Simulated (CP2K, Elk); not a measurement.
A CP2K input for a self-consistent single point of Y2Ge3 (P-6m2, 5 atoms in the cell) (DFT PBEsol, GPW, DZVP-MOLOPT-SR-GTH basis, GTH-PBE potentials (GTH_POTENTIALS)):

```
&GLOBAL
  PROJECT calc
  RUN_TYPE ENERGY_FORCE
  PRINT_LEVEL LOW
&END GLOBAL
&FORCE_EVAL
  METHOD Quickstep
  STRESS_TENSOR ANALYTICAL
  &DFT
    BASIS_SET_FILE_NAME BASIS_MOLOPT
    POTENTIAL_FILE_NAME GTH_POTENTIALS
    &QS
      METHOD GPW
      EPS_DEFAULT 1E-10
    &END QS
    &MGRID
      CUTOFF 500
      REL_CUTOFF 60
      NGRIDS 5
    &END MGRID
    &SCF
      SCF_GUESS ATOMIC
      EPS_SCF 1E-7
      MAX_SCF 100
      ADDED_MOS 7
      &DIAGONALIZATION
        ALGORITHM STANDARD
      &END DIAGONALIZATION
      &MIXING
        METHOD BROYDEN_MIXING
        ALPHA 0.2
        NBUFFER 10
      &END MIXING
      &SMEAR ON
        METHOD FERMI_DIRAC
        ELECTRONIC_TEMPERATURE [K] 1160.45
      &END SMEAR
    &END SCF
    &KPOINTS
      SCHEME MONKHORST-PACK 7 7 4
      GAMMA_CENTERED T
    &END KPOINTS
    &XC
      &XC_FUNCTIONAL
        &PBE
          PARAMETRIZATION PBESOL
        &END PBE
      &END XC_FUNCTIONAL
    &END XC
    &PRINT
      &MO
        EIGENVALUES T
        OCCUPATION_NUMBERS T
        NDIGITS 8
        FILENAME mo
        &EACH
          QS_SCF 0
        &END EACH
        ADD_LAST NUMERIC
      &END MO
      &MULLIKEN OFF
      &END MULLIKEN
    &END PRINT
  &END DFT
  &SUBSYS
    &CELL
      ABC 4.39243000 4.39243003 7.10729000
      ALPHA_BETA_GAMMA 90.00000000 90.00000000 119.99999977
      PERIODIC XYZ
    &END CELL
    &COORD
      Y        0.00000000     0.00000000     5.18782419
      Y        0.00000000     0.00000000     1.91946581
      Ge      -0.00000220     2.53597193     0.00000000
      Ge       2.19621720     1.26798407     3.55364500
      Ge       2.19621720     1.26798407     0.00000000
    &END COORD
    &KIND Y
      BASIS_SET DZVP-MOLOPT-SR-GTH-q11
      POTENTIAL GTH-PBE-q11
    &END KIND
    &KIND Ge
      BASIS_SET DZVP-MOLOPT-SR-GTH-q4
      POTENTIAL GTH-PBE-q4
    &END KIND
  &END SUBSYS
  &PRINT
    &FORCES ON
    &END FORCES
    &STRESS_TENSOR ON
    &END STRESS_TENSOR
  &END PRINT
&END FORCE_EVAL
```

Problem. Write the same calculation as an input for Elk.

Solution. This is the input that was run; spellings and numerical settings could be chosen otherwise.

```
tasks
  0

xctype
  22

rgkmax
  7.0

rmtscf
  0.94

stype
  3

swidth
  0.00367493

avec
    8.3004897605   -0.0000000090    0.0000000000
   -4.1502448724    7.1884350010    0.0000000000
    0.0000000000    0.0000000000   13.4308315883

atoms
  2   : nspecies
  'Y.in'   : spfname
  2   : natoms; atposl, bfcmt below
  0.0000000000  0.0000000000  0.7299300000    0.0 0.0 0.0
  0.0000000000  0.0000000000  0.2700700000    0.0 0.0 0.0
  'Ge.in'   : spfname
  3   : natoms; atposl, bfcmt below
  0.3333333333  0.6666666667  0.0000000000    0.0 0.0 0.0
  0.6666666667  0.3333333333  0.5000000000    0.0 0.0 0.0
  0.6666666667  0.3333333333  0.0000000000    0.0 0.0 0.0

ngridk
  7 7 4
```

Basis settings and potentials, where a program has them, do not carry over. This input uses DFT, PBEsol, all-electron FP-LAPW, Elk's shipped species files, default APW+lo basis.

The starting cell comes from a database of computed structures (which also holds hypothetical and non-ambient phases and stackings), without a prior relaxation at this level.
